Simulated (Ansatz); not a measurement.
## GaP, response to strain

The parent structure is GaP in the zinc blende structure (space group F-43m, No. 216; a = 5.439 Å). Axes: x, y, z lie along the cube axes.

Strains are applied to the cell and any free atomic positions relax; under biaxial strain the out-of-plane vector relaxes too.

Calculations: PBEsol in Ansatz (plane waves to 420 eV, PAW, spin-orbit coupling left out).

Candidates:
(a) biaxial strain +3.00 %, plane normal [001], relaxed out of plane
(b) biaxial strain −2.50 %, plane normal [001], relaxed out of plane
(c) biaxial strain +0.50 %, plane normal [001], relaxed out of plane
(d) biaxial strain +2.00 %, plane normal [001], relaxed out of plane

Notes on the quantities. energy relative to the base: free energy F.

Q: Order them by energy relative to the base, lowest first.

A: (c) biaxial strain +0.50 %, plane normal [001], relaxed out of plane (+0.4 meV/atom), (d) biaxial strain +2.00 %, plane normal [001], relaxed out of plane (+6.8 meV/atom), (b) biaxial strain −2.50 %, plane normal [001], relaxed out of plane (+12 meV/atom), (a) biaxial strain +3.00 %, plane normal [001], relaxed out of plane (+15 meV/atom)

Gaps are Kohn–Sham eigenvalue differences; semilocal functionals usually give less than the measured gap. Whether these cells are dynamically stable was not tested.

Ansatz is a quantum-chemistry and plane-wave program.
